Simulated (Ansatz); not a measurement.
A structure of (Al,Ga)N alloy cell AlGaN2 (wurtzite start) off equilibrium:

```yaml
crystal:
  lattice:
    - [6.34602, 0.00020, 0.00000]
    - [-3.17283, 5.49551, 0.00000]
    - [0.00000, 0.00000, 10.23837]
  atoms:
    - { symbol: Al, position: [0.16620, 0.33310, 0.99938] }
    - { symbol: Al, position: [0.16620, 0.33310, 0.49938] }
    - { symbol: Al, position: [0.16620, 0.83310, 0.99938] }
    - { symbol: Al, position: [0.16620, 0.83310, 0.49938] }
    - { symbol: Ga, position: [0.66762, 0.33381, 0.99928] }
    - { symbol: Ga, position: [0.66762, 0.33381, 0.49928] }
    - { symbol: Ga, position: [0.66762, 0.83381, 0.99928] }
    - { symbol: Ga, position: [0.66762, 0.83381, 0.49928] }
    - { symbol: Ga, position: [0.33238, 0.16619, 0.24928] }
    - { symbol: Ga, position: [0.33238, 0.16619, 0.74928] }
    - { symbol: Ga, position: [0.33238, 0.66619, 0.24928] }
    - { symbol: Ga, position: [0.33238, 0.66619, 0.74928] }
    - { symbol: Al, position: [0.83380, 0.16690, 0.24938] }
    - { symbol: Al, position: [0.83380, 0.16690, 0.74938] }
    - { symbol: Al, position: [0.83380, 0.66690, 0.24938] }
    - { symbol: Al, position: [0.83380, 0.66690, 0.74938] }
    - { symbol: N, position: [0.15940, 0.32970, 0.18558] }
    - { symbol: N, position: [0.15940, 0.32970, 0.68558] }
    - { symbol: N, position: [0.15940, 0.82970, 0.18558] }
    - { symbol: N, position: [0.15940, 0.82970, 0.68558] }
    - { symbol: N, position: [0.67338, 0.33669, 0.19176] }
    - { symbol: N, position: [0.67338, 0.33669, 0.69177] }
    - { symbol: N, position: [0.67337, 0.83669, 0.19176] }
    - { symbol: N, position: [0.67337, 0.83669, 0.69177] }
    - { symbol: N, position: [0.32662, 0.16331, 0.44177] }
    - { symbol: N, position: [0.32662, 0.16331, 0.94177] }
    - { symbol: N, position: [0.32663, 0.66331, 0.44177] }
    - { symbol: N, position: [0.32663, 0.66331, 0.94177] }
    - { symbol: N, position: [0.84060, 0.17030, 0.43558] }
    - { symbol: N, position: [0.84060, 0.17030, 0.93558] }
    - { symbol: N, position: [0.84060, 0.67030, 0.43558] }
    - { symbol: N, position: [0.84060, 0.67030, 0.93558] }
```

These are PBE (plane waves to 420 eV, PAW; Ansatz, an electronic-structure program) values and carry that method's errors. Scalar-relativistic, without spin–orbit coupling. Its k-point mesh 4×4×2, Fermi–Dirac width 0.01 eV.

Problem. What forces act on the atoms (eV/Å, in the order given), and what is the pressure?

Solution. 
| atom | Fx | Fy | Fz |
|---|---|---|---|
| Al1 | -0.046 | -0.026 | -0.034 |
| Al2 | -0.046 | -0.026 | -0.034 |
| Al3 | -0.046 | -0.026 | -0.034 |
| Al4 | -0.046 | -0.026 | -0.034 |
| Ga5 | 0.047 | 0.027 | -0.011 |
| Ga6 | 0.047 | 0.027 | -0.011 |
| Ga7 | 0.047 | 0.027 | -0.011 |
| Ga8 | 0.047 | 0.027 | -0.011 |
| Ga9 | -0.047 | -0.027 | -0.011 |
| Ga10 | -0.047 | -0.027 | -0.011 |
| Ga11 | -0.047 | -0.027 | -0.011 |
| Ga12 | -0.047 | -0.027 | -0.011 |
| Al13 | 0.046 | 0.026 | -0.034 |
| Al14 | 0.046 | 0.026 | -0.034 |
| Al15 | 0.046 | 0.026 | -0.034 |
| Al16 | 0.046 | 0.026 | -0.034 |
| N17 | -0.051 | -0.029 | -0.072 |
| N18 | -0.051 | -0.029 | -0.072 |
| N19 | -0.051 | -0.029 | -0.072 |
| N20 | -0.051 | -0.029 | -0.072 |
| N21 | 0.052 | 0.030 | 0.117 |
| N22 | 0.052 | 0.030 | 0.117 |
| N23 | 0.052 | 0.030 | 0.117 |
| N24 | 0.052 | 0.030 | 0.117 |
| N25 | -0.052 | -0.030 | 0.117 |
| N26 | -0.052 | -0.030 | 0.117 |
| N27 | -0.052 | -0.030 | 0.117 |
| N28 | -0.052 | -0.030 | 0.117 |
| N29 | 0.051 | 0.029 | -0.072 |
| N30 | 0.051 | 0.029 | -0.072 |
| N31 | 0.051 | 0.029 | -0.072 |
| N32 | 0.051 | 0.029 | -0.072 |

Pressure: 0.61 GPa.
